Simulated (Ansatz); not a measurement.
The starting structures come from a database of crystals and need not be the phases stable at ambient conditions.

 Where the default PAW files enter, the runs use the earlier of Ansatz's two default sets.

Inside the gap of an insulator the Bloch states are evanescent, with a wavenumber k + iκ along the transport direction.

Data:

```yaml
crystal:
  lattice:
    - [5.10908, 0.01672, -0.00967]
    - [-0.02066, 5.73143, -0.00205]
    - [0.02066, -2.86299, 4.96513]
  atoms:
    - { symbol: Ti, position: [0.00000, 0.00000, 0.00000] }
    - { symbol: H, position: [0.74274, 0.43127, 0.56873] }
    - { symbol: H, position: [0.25726, 0.56873, 0.43127] }
    - { symbol: H, position: [0.25710, 0.56877, 0.13752] }
    - { symbol: H, position: [0.74290, 0.43123, 0.86248] }
    - { symbol: H, position: [0.74290, 0.13752, 0.56877] }
    - { symbol: H, position: [0.25710, 0.86248, 0.43123] }
    - { symbol: H, position: [0.52552, 0.66680, 0.33320] }
    - { symbol: H, position: [0.47448, 0.33320, 0.66680] }
    - { symbol: N, position: [0.67611, 0.33331, 0.66669] }
    - { symbol: N, position: [0.32389, 0.66669, 0.33331] }
    - { symbol: F, position: [0.20828, 0.68541, 0.84272] }
    - { symbol: F, position: [0.79172, 0.31459, 0.15728] }
    - { symbol: F, position: [0.79172, 0.84272, 0.68541] }
    - { symbol: F, position: [0.20828, 0.15728, 0.31459] }
    - { symbol: F, position: [0.20843, 0.15733, 0.84267] }
    - { symbol: F, position: [0.79157, 0.84267, 0.15733] }
```

Space group of this cell: C2/m. The cell was relaxed by PBE-D3(BJ); by r2SCAN its mean pressure is -2.6 GPa.

Transport runs along the normal of the first two printed cell vectors.

No gap correction and no spin-orbit coupling; mid-gap values are interpolated between computed energies.

Problem. State the band gap and the smallest decay constant κ at mid-gap according to Ansatz (an electronic-structure program) with r2SCAN.

Solution. Gap 5.32 eV on a 6×6×6 mesh; κ = 0.565 1/Å, at the zone centre.
